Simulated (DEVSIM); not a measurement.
# Si n+/n-/n+ resistor

Device: Si n+/n-/n+ resistor, at 300 K.

| layer (left to right) | material | thickness (μm) | Nd (cm⁻³) | τn (s) | τp (s) |
|---|---|---|---|---|---|
| 1 | Si | 0.420 | 1.1e17 | 1.3e-7 | 1.3e-7 |
| 2 | Si | 3.80 | 4e13 | 1.3e-7 | 1.3e-7 |
| 3 | Si | 0.130 | 1.9e18 | 1.3e-7 | 1.3e-7 |

Left contact: ohmic. Right contact: ohmic. Voltage is applied to the left contact. Recombination: SRH at mid-gap. Mobility is μmin + (μ − μmin)/(1 + (N/Nref)^α).

The device is made up for the run: typed textbook-type constants, with dimensions and the other settings drawn at random. Values at 300 K.

| parameter | Si |
|---|---|
| gap (eV) | 1.124 |
| affinity (eV) | 4.05 |
| permittivity | 11.7 |
| Nc (cm⁻³) | 2.86e19 |
| Nv (cm⁻³) | 3.1e19 |
| μn (cm²/Vs) | 1417 |
| μp (cm²/Vs) | 470 |
| μn,min | 52 |
| μp,min | 45 |
| Nref,n | 9.7e16 |
| Nref,p | 2.2e17 |
| αn | 0.68 |
| αp | 0.72 |

DEVSIM, 1D drift-diffusion, Boltzmann statistics, complete ionisation; no tunnelling, impact ionisation, image-force lowering or self-heating.

```json
{
  "Dark forward voltage at 100 A/cm²": "1.182 V"
}
```

Dark forward current:

```json
[
 {"V (V)": "0.05", "J (A/cm²)": "2.6"},
 {"V (V)": "0.20", "J (A/cm²)": "11"},
 {"V (V)": "0.35", "J (A/cm²)": "20"},
 {"V (V)": "0.50", "J (A/cm²)": "31"},
 {"V (V)": "0.65", "J (A/cm²)": "44"},
 {"V (V)": "0.80", "J (A/cm²)": "58"},
 {"V (V)": "0.95", "J (A/cm²)": "73"},
 {"V (V)": "1.10", "J (A/cm²)": "90"},
 {"V (V)": "1.25", "J (A/cm²)": "110"},
 {"V (V)": "1.40", "J (A/cm²)": "130"},
 {"V (V)": "1.55", "J (A/cm²)": "150"},
 {"V (V)": "1.70", "J (A/cm²)": "170"},
 {"V (V)": "1.85", "J (A/cm²)": "200"},
 {"V (V)": "2.00", "J (A/cm²)": "220"}
]
```
